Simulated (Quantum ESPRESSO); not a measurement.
# Relaxation of cell and atoms of BC7 (P-4m2, 8 atoms in the cell) at several settings

```
BC7
1.0
    2.51837     0.00000     0.00000
    0.00000     2.51837     0.00000
    0.00000     0.00000     7.49430
B C
1 7
Cartesian
  0.00000   0.00000   3.74715
  0.00000   0.00000   0.00000
  0.00000   1.25918   0.89257
  1.25918   0.00000   6.60173
  0.00000   1.25918   4.81396
  1.25918   0.00000   2.68034
  1.25918   1.25918   1.81422
  1.25918   1.25918   5.68008
```

Base: PBEsol, GBRV 1.5 ultrasoft (PBESOL) pseudopotentials in Quantum ESPRESSO. Its settings: ecutwfc = 40 Ry; ecutrho = 200 Ry; occupations = smearing; smearing = fermi-dirac; degauss = 0.0073499 Ry; potentials = {B: b_pbesol_v1.4.uspp.F.UPF, C: c_pbesol_v1.2.uspp.F.UPF}; K_POINTS = automatic 13 13 5 0 0 0; conv_thr = 1e-08 Ry. Starting volume 5.94 Å³ per atom.

Each line gives the change from the base single point and the result:

- calculation: scf → vc-relax; tprnfor: true → default; tstress: true → default: pressure 0.00 GPa; largest force (vector length) 0.001 eV/Å; final cell a = 2.503 Å, b = 2.503 Å, c = 7.457 Å, α = 90.00°, β = 90.00°, γ = 90.00°; final volume per atom 5.84 Å³; relaxation steps 4; free energy against the base single point -2.0 meV/atom.
- calculation: scf → vc-relax; tprnfor: true → default; tstress: true → default; press: default → 20 kbar: pressure 2.00 GPa; largest force (vector length) 0.001 eV/Å; final cell a = 2.499 Å, b = 2.499 Å, c = 7.446 Å, α = 90.00°, β = 90.00°, γ = 90.00°; final volume per atom 5.81 Å³; relaxation steps 4; free energy against the base single point -1.7 meV/atom.

The starting cell comes from a database of computed structures (which also holds hypothetical and non-ambient phases and stackings), without a prior relaxation at this level.
